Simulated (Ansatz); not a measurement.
Start from InSb in the zinc blende structure (space group F-43m, No. 216; a = 6.5559 Å). Axes: x, y, z lie along the cube axes.

Level of theory: plane-wave PAW DFT at the r2SCAN level (Ansatz, an electronic-structure program, 500 eV), no spin-orbit coupling.

Strains are applied to the cell and any free atomic positions relax; under biaxial strain the out-of-plane vector relaxes too.

One change was made to it. Results:

| quantity | base | after |
|---|---|---|
| energy relative to the base (free energy F) | 0 meV/atom | 0.0 meV/atom |
| pressure (mean of the normal stresses, compression positive) | 0.0 GPa | -0.1 GPa |

Q: Which of these changes matches the shifts?
(A) uniaxial strain ε_xx = +0.17 %
(B) biaxial strain −4.11 %, plane normal [110], relaxed out of plane
(C) isotropic strain +0.82 %

A: A, uniaxial strain ε_xx = +0.17 %. For comparison, the energy relative to the base in the other runs: isotropic strain +0.82 % gives +2.8 meV/atom; biaxial strain −4.11 %, plane normal [110], relaxed out of plane gives +33 meV/atom.

Stability against distortions was not tested. All final runs are without spin polarisation.
